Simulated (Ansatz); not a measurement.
The structure below was relaxed with PBEsol-D3(BJ) (Ansatz, a quantum-chemistry and plane-wave program), no spin-orbit coupling, at pressure −1 GPa.

Space group P-3m1 (No. 164); a = 4.018 Å, b = 4.018 Å, c = 4.998 Å, α = 90.00°, β = 90.00°, γ = 120.00°

```json
[
 {"atom": "Te", "site": "2d", "symmetry": "3m.", "x": "0.3333", "y": "0.6667", "z": "0.2686"},
 {"atom": "Pt", "site": "1a", "symmetry": "-3m.", "x": "0.0000", "y": "0.0000", "z": "0.0000"}
]
```

Problem. Write out a cell with all atoms.

Solution. 
```xyz
3
Lattice="4.0182 0.0000 0.0000 -2.0091 3.4799 0.0000 0.0000 0.0000 4.9982" Properties=species:S:1:pos:R:3 pbc="T T T"
Te     0.0000     2.3199     1.3424
Te     2.0091     1.1600     3.6558
Pt     0.0000     0.0000     0.0000
```
This is the conventional cell.

Load acts through the strain it causes; cell and atoms are relaxed under it. Whether these cells are dynamically stable was not tested. The final runs are not spin-polarised. The cell was made from PtTe2 (space group P-3m1, No. 164; layered) by this change: pressure −1 GPa.
